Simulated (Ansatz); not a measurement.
## Where PBE holds and where it fails for L1₀ (CuAu-type) FePt

Programs: Ansatz (a program for electronic structure).

**Question.** For which of these properties of L1₀ (CuAu-type) FePt does PBE miss the measurement, in which direction and by how much: lattice constant a, lattice parameter c, bulk modulus, formation enthalpy?

**Answer.** PBE is well off the measurement for the lattice parameter c (+1.05 %).  In between, or not called against an uncorrected reference: lattice constant a (+0.07 %), bulk modulus (-3.4 %), formation enthalpy (+0.009 eV/atom).

```
property                                PBE     LDA  PBEsol   HSE06       reference  PBE less reference
-----------------------------------  ------  ------  ------  ------  --------------  ------------------
lattice parameter a (Å)               2.729   2.661   2.687   2.748          2.727*             +0.07 %
c axis length (Å)                     3.765   3.679   3.716   3.750          3.726*             +1.05 %
bulk modulus (GPa)                      201     253     232       –            208*              -3.4 %
cohesive energy (eV/atom)              5.46    6.94    6.25    4.66               –                   –
elastic constant C11 (GPa)              370     464     438       –               –                   –
elastic constant C33 (GPa)              304     373     344       –               –                   –
elastic constant C44 (GPa)              110     142     129       –               –                   –
Voigt–Reuss–Hill bulk modulus (GPa)     201     250     232       –               –                   –
polycrystal shear modulus (GPa)        92.7     119     110       –               –                   –
enthalpy of formation (eV/atom)      -0.229  -0.157  -0.200  -0.531  -0.238 ± 0.02*      +0.009 eV/atom
```

Where no measured value is used, PBE differs from HSE06 by +0.80 eV/atom in the cohesive energy; from PBEsol by -15.5 % in the elastic constant C11; from PBEsol by -11.6 % in the elastic constant C33; from PBEsol by -14.7 % in the elastic constant C44; from PBEsol by -13.4 % in the Voigt–Reuss–Hill bulk modulus; from PBEsol by -15.7 % in the Voigt–Reuss–Hill shear modulus.

A star marks values at room or unstated temperature without corrections; heat and zero-point motion as a rule enlarge cells and lower moduli and gaps.

Called well off clearly beyond 0.200 eV/atom for the formation enthalpy (bounds picked here from the quality of each reference); the lattice parameter c is called against an uncorrected reference, since a correction would as a rule widen the miss or is far smaller.

The references are measured values: lattice constant a room temperature, lattice parameter c room temperature, bulk modulus room temperature, formation enthalpy room temperature, unchecked.

Unless a row names a cell, each level is at its own relaxed cell.

Spin-polarised runs: PBE (parallel moments), LDA (parallel moments), PBEsol (parallel moments), HSE06 (parallel moments).

Caveats: the free atom's electronic state is in doubt (PBE, PBEsol, HSE06). Ansatz's density-functional and Hartree–Fock values are scalar-relativistic unless marked +SOC, with PAW data made under PBE.

References as tabulated in Sawada et al. (2023), arXiv:2212.12065; First-principles calculations on Fe-Pt nanoclusters of various morphologies; Wang et al. (2021), doi:10.1038/s41598-021-94550-5.
